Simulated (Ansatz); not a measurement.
Given:

```yaml
crystal:
  lattice:
    - [2.50644, 0.00000, 0.00000]
    - [-1.25322, 2.17064, 0.00000]
    - [0.00000, 0.00000, 6.61469]
  atoms:
    - { symbol: B, position: [0.33333, 0.66667, 0.25000] }
    - { symbol: B, position: [0.66667, 0.33333, 0.75000] }
    - { symbol: N, position: [0.33333, 0.66667, 0.75000] }
    - { symbol: N, position: [0.66667, 0.33333, 0.25000] }
```

No spin polarisation.

Electron doping at 2.0×10^22 cm⁻³ (0.720 per cell), with a uniform compensating background at fixed cell and a 300 K Fermi–Dirac width.

Computed with plane-wave PAW DFT at the PBE-D3(BJ) level (Ansatz, a quantum-chemistry and plane-wave program, 420 eV), scalar-relativistic without spin-orbit coupling. k-mesh 27×27×9 (Γ-centred); smearing 0.0259 eV (Fermi–Dirac).

Task: What Fermi level relative to the doped band's edge (positive inside the band; to 0.05 eV) does the calculation give?

Result: +0.85 eV.

Task: Estimate the gap between the host's bands.

Result: 4.18 eV.

Carriers are added with a uniform compensating background; total energy and stress of such cells depend on the potential's zero and are not compared; many-body gap narrowing is missing at this level. No phonon test of stability was made. The cell was made from BN in the h-BN type structure (space group P6_3/mmc, No. 194; layered, stacked along the Cartesian z axis) by this change: electrons 2.0×10^22 cm⁻³.
